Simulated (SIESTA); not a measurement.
Checking a run of SIESTA on LuSb3 (P6_3/mmc, 8 atoms in the cell). The aim is a self-consistent single point with DFT, GGA PBEsol, numerical atomic orbitals DZP, PseudoDojo PBEsol standard norm-conserving potentials (rewritten from UPF to PSML).

Cell that was meant: a = 6.4562 Å, b = 6.4562 Å, c = 5.7240 Å, α = 90.00°, β = 90.00°, γ = 120.00°.

Part of the input:

```
XC.functional                GGA
XC.authors                   PBEsol
PAO.BasisSize                DZP
PAO.EnergyShift              0.1 Ry
MeshCutoff                   300 Ry
%block kgrid.MonkhorstPack
    3   0   0  0.0
```

Output, abridged:

```
reinit: Reading from file input.fdf

reinit: System Name: LuSb3
reinit: System Label: LuSb3

   [... lines left out ...]
       -3.228101    5.591234    0.000000
        0.000000    0.000000    5.724034

outcell: Cell vector modules (Ang)   :    6.456202    6.456201    5.724034
outcell: Cell angles (23,13,12) (deg):     90.0000     90.0000    120.0000
outcell: Cell volume (Ang**3)        :    206.6270
new_DM -- step:     1
Initializing Density Matrix...

Attempting to read DM from file... Failed...
DM filled with atomic data:

InitMesh: MESH = 60 x 60 x 60 = 216000
InitMesh: Mesh cutoff (required, used) =   300.000   303.669 Ry

stepf: Fermi-Dirac step function
        iscf     Eharris(eV)        E_KS(eV)     FreeEng(eV)     dDmax    Ef(eV) dHmax(eV)
   scf:    1   -18463.664581   -24912.496991   -24912.746467  1.999795  7.470668259.470860
   scf:    2   -22803.935248   -27138.272017   -27138.352358  1.729114 -2.334690144.856535
   scf:    3   -28264.198449   -27764.646320   -27764.787597  0.815924 -1.210056 84.789369
   scf:    4   -27665.082689   -28038.054573   -28039.167085  0.839991  1.419513 36.188782
   scf:    5   -27861.268081   -28065.735499   -28066.026611  0.502850  0.341408 39.109602
   [... 12 lines left out ...]
   scf:   18   -28124.168318   -28124.170299   -28124.433518  0.000257  1.036269  0.016685
   scf:   19   -28124.172418   -28124.171369   -28124.433528  0.000102  1.035848  0.006562
   scf:   20   -28124.170883   -28124.171127   -28124.433530  0.000027  1.035929  0.001399
   scf:   21   -28124.171000   -28124.171063   -28124.433530  0.000008  1.035949  0.000113
SCF Convergence by DM+H criterion
max |DM_out - DM_in|         :     0.0000078374
max |H_out - H_in|      (eV) :     0.0001126093
SCF cycle converged after 21 iterations

Using DM_out to compute the final energy and forces

siesta: E_KS(eV) =           -28124.1711

siesta: E_KS - E_eggbox =    -28124.1711

siesta: Atomic forces (eV/Ang):
     1   -0.000020    0.000012    0.000000
     2    0.000020   -0.000012    0.000000
     3   -0.000409   -0.492274   -0.000000
     4    0.000409    0.492281   -0.000000
     5    0.425910   -0.245899   -0.000000
     6   -0.425904    0.245895    0.000000
     7    0.426117    0.246491    0.000000
     8   -0.426122   -0.246494   -0.000000
   Tot    0.000000    0.000000    0.000000
   Max    0.492281
   [... lines left out ...]
siesta: FreeEng =    -28124.433530
siesta: Cell volume =        206.626959 Ang**3
siesta:        -368.65516850       -382.11830093  kBar
   [... lines left out ...]

mulliken: Qtot =      140.000

Mulliken Atomic Populations:
Atom #   charge [q] valence [e]  Species
     1     0.016410   24.983590  Lu
     2     0.016406   24.983594  Lu
     3    -0.005465   15.005465  Sb
     4    -0.005465   15.005465  Sb
     5    -0.005477   15.005477  Sb
     6    -0.005477   15.005477  Sb
     7    -0.005465   15.005465  Sb
     8    -0.005465   15.005465  Sb
 Total    -0.000000
```

Question: Is this run sound? If not, what is wrong?

Answer: The run is not sound. The fault is an energy shift that confines the orbitals too tightly. A large shift gives short orbitals and a poorer basis. To fix it, use a small shift. The run converged in 21 iterations without an error; against the sound input the free energy rises by 12.4 eV/atom, the pressure goes from 1.01 to -36.87 GPa and the largest force goes from 0.371 to 0.492 eV/Å.

The sound input it was made from differs as follows (other fixes are possible):
```diff
-PAO.EnergyShift              0.1 Ry
+PAO.EnergyShift              0.01 Ry
```

With that input, the run converged in 10 iterations: free energy E − TS -28223.7452 eV; Fermi level (on the code's own zero) -3.07 eV; pressure 1.01 GPa; largest force (vector length) 0.371 eV/Å (DFT, GGA PBEsol, numerical atomic orbitals DZP, PseudoDojo PBEsol standard norm-conserving potentials (rewritten from UPF to PSML)).

On the sound input: the starting cell comes from a database of computed structures (which also holds hypothetical and non-ambient phases and stackings), without a prior relaxation at this level. Its lattice was rescaled by a random factor within 2.5 % of one. Values carry the incompleteness of an atom-centred basis. The run gives no clean gap (levels at the Fermi energy touch, overlap or are partly filled at this smearing), which alone does not show that the compound is a metal. Without a gap this mesh is coarse (it stands for a supercell whose shortest vector is 17 Å).
